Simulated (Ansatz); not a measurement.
Cell and atoms of amorphous Hf18O30N4:

```xyz
52
Lattice="9.0357 -0.2442 -0.2369 -0.2442 8.9026 0.0657 -0.2369 0.0657 8.4148" Properties=species:S:1:pos:R:3 pbc="T T T"
Hf     1.8702     8.2787     3.1664
Hf     5.5562     1.1739     3.2478
Hf     8.1854     4.9302     6.9503
Hf     2.5125     1.9732     7.5880
Hf     1.6010     5.8221     0.9279
Hf     3.8988     8.2867     8.3023
Hf     0.0078     8.5852     6.8009
Hf     7.6598     7.9737     1.0459
Hf     4.9867     6.7992     2.8014
Hf     6.5595     1.4518     7.1694
Hf     8.7166     2.3324     4.6941
Hf     5.7761     7.0264     5.9222
Hf     2.3210     6.0192     5.5313
Hf     5.1444     3.9959     0.4795
Hf     8.7781     2.2270     1.2462
Hf     2.8118     3.0056     2.7638
Hf     8.5171     6.2438     4.0137
Hf     4.9053     3.9359     5.5588
O      3.6493     3.8151     7.2311
O      1.2751     5.7403     7.2846
O      7.4717     1.8904     2.9830
O      5.4106     5.8346     1.0753
O      7.1385     6.8655     2.7244
O      3.0711     4.5800     1.4695
O      5.9419     8.1622     7.6305
O      5.4303     8.2656     4.3603
O      3.2648     6.8496     3.9134
O      5.3792     2.0897     5.0839
O      8.8264     6.8289    -0.0794
O      3.7686     6.8859     6.6717
O      1.9292     2.2400     0.9685
O      5.9772     5.0536     7.0337
O      4.8714     2.8910     2.2511
O      3.3354     1.0181     3.2540
O      0.1147     4.3538     0.6403
O      5.4316     8.6092     1.7227
O      2.9872     7.4302     1.4483
O      5.5778     5.4854     4.4053
O      0.0800     4.7656     5.1640
O      7.4924     3.1299     6.1828
O      1.2251     1.8817     6.0221
O      0.8527     2.9546     3.2513
O      7.8556     0.6235     5.5666
O      3.1148     4.1798     4.5882
O      0.3561     0.1279     2.3942
O      0.8393     6.3439     2.7049
O      6.8488     2.8333     0.3196
O      1.9047     8.8429     7.7034
N      4.4640     1.3260     7.7846
N      1.0378     7.6983     5.0400
N      8.4688     0.7472    -0.1752
N      7.7880     6.7237     5.9033
```

Method: PBE, scalar-relativistic without spin-orbit coupling (plane waves to 420 eV, PAW; Ansatz, a first-principles code).

It comes from a melt-quench run on a machine-learned potential (CHGNet), relaxed afterwards by DFT. O and N atoms were pushed apart under 1.9 Å during the dynamics, to hinder bonds among them. The hot cell started wider than the set density and was brought back towards it in steps. It is the lowest in DFT energy of 4 quenches. It is a model cell: composition and starting density were chosen by hand, and all elements were melted together. No dispersion term was used. Its density started from a set value of 9.21 and ended at 9.21 g/cm³. The simulated quench (nominally 300 K/ps over its main leg) is rapid and tends to freeze in more defects than a deposited or slowly cooled glass has. Values belong to this one cell and scatter from quench to quench. Volume and shape were free in the relaxation.

Bonds are counted up to Hf-Hf 3.34 Å, Hf-O 2.70 Å, Hf-N 2.71 Å, O-O 1.58 Å, O-N 1.64 Å, N-N 1.70 Å. Two cations that share two anions don't count as bonded, nor two that share one unless they lie closer than Hf-Hf 3.25 Å.

Problem. Give the coordination numbers, mean bond lengths and angles.

Solution. 
```yaml
Mean coordination of Hf by anions: 6.11 (3 with 5, 10 with 6, 5 with 7)
Mean coordination of O: 3.17 (1 with 2, 23 with 3, 6 with 4)
Mean coordination of N: 3.75 (1 with 3, 3 with 4)
Mean Hf-O bond: 2.155 Å (spread 0.134 Å, 95 counted)
Mean Hf-N bond: 2.136 Å (spread 0.101 Å, 15 counted)
Bond angle at Hf: mean 103.0°, spread 28.8°
Bond angle at O: mean 114.8°, spread 17.7°
Bond angle at N: mean 110.0°, spread 15.6°
```

Problem. List the pairs of like atoms that count as bonded by the rules above.

Solution. There are none by these rules.
